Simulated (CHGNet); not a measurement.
# White tin (β-Sn)

The numbers are results of the machine-learned potential CHGNet 0.3.0 (trained on PBE and PBE+U data), not measurements.

Cell: relaxed at this level.

```
Property               Value
-------------------  -------
lattice parameter a  6.104 Å
c axis length        3.234 Å
```

Measured, for comparison: lattice constant a 5.831 Å, lattice parameter c 3.181 Å (293 K, no zero-point or thermal correction; as tabulated in Wikipedia's data pages). Computed (rounded) less measured: lattice constant a +4.7 %, lattice parameter c +1.7 %.

A machine-learned potential is trained on density-functional data: it inherits that level's misses and adds fitting errors of its own.

Note: negative: at this level the crystal gains energy by rearranging, so this bulk phase is not the stable one; the model gives imaginary modes for this phase (in the spectrum interpolated from a supercell); the model's elastic tensor is not positive definite here; this model's volume lies 11 % above that of the starting cell (a measured, published or database cell).
